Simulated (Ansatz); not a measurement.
**Ge on a Zn site (middle of the slab) in a 2x2 cell of the 1x1 (10-10) surface of wurtzite ZnO (cut with top plane O + Zn)**

Host crystal: wurtzite ZnO, with a band gap (PBE, scalar-relativistic without spin-orbit coupling).

These are PBE (plane waves to 420 eV, PAW; Ansatz, an electronic-structure program) values and carry that method's errors.

Model: 64-atom slab, 9.4 Å thick at the start (thin: gaps and levels are the slab's own), 3x2x1 mesh, Fermi-Dirac 0.01 eV, dipole correction, 12 atoms held, the rest relaxed; start symmetry kept, larger cells not searched; no spin, no spin-orbit, no U.

| Property | Value |
|---|---|
| formation energy against germanium, hcp Zn | 1.15 eV |
| change of the step from the bottom to the top vacuum level, against the clean slab | 0.13 eV |
| energy released by relaxation | 0.39 eV |
| largest move of a host atom | 0.21 Å |
